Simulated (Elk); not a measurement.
Convergence study of the basis cutoff for TiAl (P4mm, 2 atoms in the cell)

```yaml
crystal:
  lattice:
    - [3.16316, 0.00000, 0.00000]
    - [0.00000, 3.16316, 0.00000]
    - [0.00000, 0.00000, 3.16316]
  atoms:
    - { symbol: Ti, position: [0.00000, 0.00000, 0.01581] }
    - { symbol: Al, position: [0.50000, 0.50000, 0.50000] }
```

Computed with PBEsol, all-electron FP-LAPW, Elk's shipped species files, default APW+lo basis run with Elk.

Base settings: xctype = 22; swidth = 0.00367493 Ha; ngridk = 4 4 4; maxscl = 100.

The second cell is the first with its lattice scaled by 0.98.

The mesh stays at the base's, so the ladder's end is converged at best in this setting alone.

Only quantities that move along the ladder and can be compared are tabulated.

The starting cell comes from a database of computed structures (which also holds hypothetical and non-ambient phases and stackings), without a prior relaxation at this level. Its lattice was rescaled by up to half a per cent. One atom was moved a little off its site on purpose. Spin polarisation is off. Values depend on the basis (sphere radii, cutoffs, local orbitals), which need not be converged. Without a gap this mesh is coarse (it stands for a supercell whose shortest vector is 13 Å).

Steps (rgkmax): 4.14; 4.43; 4.7; 4.95; 5.19; 5.42; 5.86; 6.26; 6.64; 7.34; 7.67; 8.13; 8.57; 9.26.

Q: What is the coarsest rgkmax that holds the energy of the compressed cell less the first within 1 meV/atom of the last step, with all finer ones?

A: 7.67; the step before is off by 1.5 meV/atom.

Q: What is the coarsest rgkmax that holds the free energy within 5 meV/atom of the last step, with all finer ones?

A: 8.57; the step before is off by 5.4 meV/atom.

```tsv
rgkmax	free energy less the last step's (meV/atom)	energy of the compressed cell less the first (meV/atom)
4.14	1824.50	-66.63
4.43	1430.79	-28.95
4.7	1167.89	-57.95
4.95	854.40	50.59
5.19	650.05	1.13
5.42	450.21	-12.26
5.86	203.45	24.06
6.26	109.51	34.96
6.64	68.15	30.04
7.34	21.80	32.18
7.67	11.87	32.87
8.13	5.41	32.72
8.57	1.93	33.42
9.26	0.00	33.65
```
